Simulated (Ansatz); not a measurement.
## BeSe (model structure, started from the PtS type, P4₂/mmc, No. 131, 4 atoms in the cell): properties by level of theory

| level (code) | lattice constant a (Å) | c axis length (Å) | enthalpy of formation (eV/atom) |
|---|---|---|---|
| PBE (Ansatz) | 3.491 | 6.276 | -0.060 |
| PBEsol (Ansatz) | 3.444 | 6.220 | -0.068 |
| PBE-D3(BJ) (Ansatz) | 3.424 | 6.220 | 0.005 |

Ansatz's density-functional and Hartree–Fock values are scalar-relativistic unless marked +SOC, with PAW data made under PBE.

A model structure was made by putting elements into a prototype or built by hand; it is no filed structure, need not be a known phase, and can be a saddle point held by its symmetry.

Ansatz is a program for electronic structure.
